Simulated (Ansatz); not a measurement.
Start from CdGeAs₂ in the chalcopyrite structure (space group I-42d, No. 122; a = 5.9420 Å, c = 11.3119 Å). Axes: x, y, z lie along a, b, c of the conventional cell.

Computed with Ansatz (an electronic-structure program), PBEsol, PAW, cutoff 420 eV, spin-orbit coupling left out.

Base values:

```
Property                        Result
-----------------------------  -------
Shortest interatomic distance  2.447 Å
```

One thing is altered: uniaxial strain ε_xx = +3.00 %, all other strain components held at zero, atoms relaxed at fixed cell.

Task: What does the calculation give for the energy relative to the base after the change?

Result: The energy increases by 6.1 meV/atom.

Task: What happens to the stress?

Result: The stress (xx, yy, zz, yz, xz, xy; compression positive) amounts to (-2.55, -1.27, -1.30, 0.00, 0.00, 0.00) GPa.

Task: How does this affect the shortest interatomic distance?

Result: The shortest interatomic distance increases by 0.018 Å to 2.465 Å.

Whether these cells are dynamically stable was not tested.
